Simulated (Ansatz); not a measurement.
Consider LiNbO$_{3}$ (space group R3c, No. 161; a = 5.1898 Å, c = 14.0156 Å (hexagonal axes)).

(Cell as relaxed with PBE.)

Levels (all Ansatz, a quantum-chemistry and plane-wave program, PAW): PBE (420 eV, no SOC); r2SCAN (500 eV, without spin-orbit coupling).

Each level relaxes its own structure.

| base | PBE | r2SCAN |
|---|---|---|
| volume per atom | 10.90 Å³ | 10.58 Å³ |
| lattice parameter a | 5.190 Å | 5.137 Å |

Perturbation: an isotropic linear strain of −3.45 %, atoms relaxed at fixed cell.

| quantity | PBE | r2SCAN |
|---|---|---|
| largest internal atomic displacement | 0.094 Å | [?] |
| energy relative to the base (free energy F) | +44 meV/atom | [?] |
| pressure (mean of the normal stresses, compression positive) | 14.18 GPa | [?] |

Task: Predict the r2SCAN column.

Result: 
- largest internal atomic displacement, r2SCAN: 0.095 Å
- energy relative to the base (free energy F), r2SCAN: +47 meV/atom
- pressure (mean of the normal stresses, compression positive), r2SCAN: 15.74 GPa

PBE's energy relative to the base lies 3.7 meV/atom below r2SCAN's; PBE's pressure lies 1.56 GPa below r2SCAN's. Neither level is exact; r2SCAN is the comparison here, not a measurement.

Whether these cells are dynamically stable was not tested.
